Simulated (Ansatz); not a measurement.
The starting structures come from a database of crystals and need not be the phases stable at ambient conditions.

By PBEsol, the system below comes out a metal.

The ballistic (Sharvin) conductance counts the channels at the Fermi level: G/A = (e²/h) × channels of both spins per area.

Given:

```
CELL_PARAMETERS angstrom
      4.32369     0.00000     0.00000
      0.00000     5.43252     0.00000
      0.00000     0.00000     4.76457
ATOMIC_POSITIONS crystal
  Cu 0.50000 0.00000 0.30100
  Cu 0.00000 0.50000 0.69900
  Cu 0.00000 0.24948 0.15581
  Cu 0.00000 0.75052 0.15581
  Cu 0.50000 0.25052 0.84419
  Cu 0.50000 0.74948 0.84419
  Sn 0.50000 0.50000 0.34118
  Sn 0.00000 0.00000 0.65882
```

The cell is taken as given; by PBEsol it stands under a pressure of -1.7 GPa.

The current flows along the normal of the first two printed cell vectors. No spin-orbit coupling; the value is a mean over 0.1 eV about the Fermi level.

**Question.** Give the ballistic conductance per area that PBEsol run with Ansatz (a quantum-chemistry and plane-wave program) yields.

**Answer.** 0.73 × 10¹⁵ S/m² for both spins.
